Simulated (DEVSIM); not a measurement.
Device: abrupt GaP p-n junction, at 300 K.

```
layer (left to right)  material  thickness (μm)  Nd (cm⁻³)  Na (cm⁻³)  τn (s)  τp (s)
---------------------  --------  --------------  ---------  ---------  ------  ------
1                           GaP            2.30          -     1.5e15  1.1e-7  1.1e-7
2                           GaP           0.880     9.5e14          -  1.1e-7  1.1e-7
```

Left contact: ohmic. Right contact: ohmic. Voltage is applied to the left contact. Recombination: SRH at mid-gap, radiative. Mobility is constant in doping. Where it depends on doping, it is μmin + (μ − μmin)/(1 + (N/Nref)^α).

Constants are typed, rounded textbook-type inputs, not results; the design itself was drawn at random and stands for no fabricated device. Values at 300 K; Nc and Nv go as T^1.5, mobilities as T to minus their exponent, the gap by Varshni's rule with the affinity fixed. The table also holds parameters that only a changed run uses.

```csv
parameter,GaP
gap (eV),2.26
affinity (eV),3.8
permittivity,11.1
Nc (cm⁻³),1.8e19
Nv (cm⁻³),1.9e19
μn (cm²/Vs),250
μp (cm²/Vs),150
"μn,min",10
"μp,min",10
"Nref,n",4.4e18
"Nref,p",1e18
αn,0.8
αp,0.85
T exponent of μn,1.6
T exponent of μp,1.98
B (cm³/s),1e-13
Cn (cm⁶/s),1e-30
Cp (cm⁶/s),1e-30
Varshni α (eV/K),0.00058
Varshni β (K),372
```

DEVSIM, 1D drift-diffusion, Boltzmann statistics, complete ionisation; no tunnelling, impact ionisation, image-force lowering or self-heating.

Base results: potential step across the device at zero bias (V) 1.761; dark forward voltage at 100 A/cm² (V) 2.023; largest field in the device at zero bias (V/cm) 19000; dark forward voltage at 1 A/cm² (V) 1.693.

Question: What follows from this one change: thickness of layer 1 2.3 → 0.8 μm?

Answer: potential step across the device at zero bias little changed (1.761 V); dark forward voltage at 100 A/cm² 2.023 → 1.927 V; largest field in the device at zero bias little changed (19000 V/cm); dark forward voltage at 1 A/cm² 1.693 → 1.678 V.

Question: What follows from this one change: temperature 300 → 250 K?

Answer: potential step across the device at zero bias 1.761 → 1.875 V; dark forward voltage at 100 A/cm² 2.023 → 2.074 V; largest field in the device at zero bias little changed (19000 V/cm); dark forward voltage at 1 A/cm² 1.693 → 1.816 V.
